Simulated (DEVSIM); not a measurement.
System: abrupt Si p-n junction, at 300 K.

Layer 1 from the left is Si, thickness (μm) 28.0, Na (cm⁻³) 1e17, τn (s) 2e-5, τp (s) 2e-5. Layer 2 from the left is Si, thickness (μm) 4.50, Nd (cm⁻³) 2.6e15, τn (s) 2e-5, τp (s) 2e-5.

Left contact: ohmic. Right contact: ohmic. Voltage is applied to the left contact. Recombination: SRH at mid-gap. Mobility is constant in doping.

The device is made up for the run: typed textbook-type constants, with dimensions and the other settings drawn at random. Values at 300 K.

Si: gap (eV) 1.124, affinity (eV) 4.05, permittivity 11.7, Nc (cm⁻³) 2.86e19, Nv (cm⁻³) 3.1e19, μn (cm²/Vs) 1417, μp (cm²/Vs) 470.

Question: Estimate by hand the built-in potential, the peak field at zero bias, the capacitance at -1.5 V, and compare with a numerical solution.

Answer: 
- Built-in potential: ni = √(Nc Nv) exp(−Eg/2kT) = 1.08e10 cm⁻³ with Eg = 1.124 eV; Vbi = kT/q ln(Na Nd/ni²) = 0.735 V; numerical 0.735 V.
- Peak field at zero bias: depletion approximation: W = √(2εVbi/(qN)) = 0.612 μm with N = 2.53e15 cm⁻³; field = 2Vbi/W = 24000 V/cm; numerical 26200 V/cm (estimate below by 8.4 %).
- Capacitance at -1.5 V: C = √(qεN / 2(Vbi + |V|)) = 9.70 nF/cm²; numerical 9.82 nF/cm² (estimate below by 1.2 %).

Simulated with DEVSIM: 1D drift-diffusion, Boltzmann statistics, complete ionisation; no tunnelling, impact ionisation, image-force lowering or self-heating.
